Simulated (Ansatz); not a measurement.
Given:

```
Ir3Nb
1.0
    5.51829     0.00000     0.00000
   -2.75914     4.77898     0.00000
    0.00000     0.00000     4.43426
Nb Ir
2 6
Cartesian
  0.00000   3.18598   3.32570
  2.75914   1.59299   1.10857
  0.00000   1.56887   1.10857
  2.75914   3.21011   3.32570
  4.15960   0.78444   3.32570
 -1.40046   3.99454   1.10857
  1.40046   3.99454   1.10857
  1.35868   0.78444   3.32570
```

These are PBEsol, DFPT electron-phonon coupling, linearised Boltzmann equation (plane waves, PAW, scalar-relativistic; Ansatz, an electronic-structure program) values and carry that method's errors. How the cell was made: relaxed with this functional, without spin-orbit coupling.

Question: Estimate the phonon-limited resistivity at 300 K, by direction if it differs.

Answer: 9.5 (x), 9.5 (y), 7.2 (z) μΩ·cm.

Question: How long is the mean free path there?

Answer: 18.7 (x), 18.7 (y), 16.0 (z) nm, weighted by the current that each state carries. Wires not much wider than this gain resistivity from their walls.

A metal at this level (no band gap). Only scattering by harmonic phonons is included (no impurities, grain boundaries, electron-electron scattering or thermal expansion). Spin-orbit coupling is left out, which matters with elements this heavy. Halving the electron mesh (20x20x20) moves the resistivity by up to 9 % at 300 K, the mean free path by up to 4 %. Smearing 0.20 eV; phonons on a 3x3x3 q mesh, which this run doesn't test.

Computed structure with no diffraction record at hand here (it may be known, metastable or hypothetical): NbIr3 (P6_3/mmc).
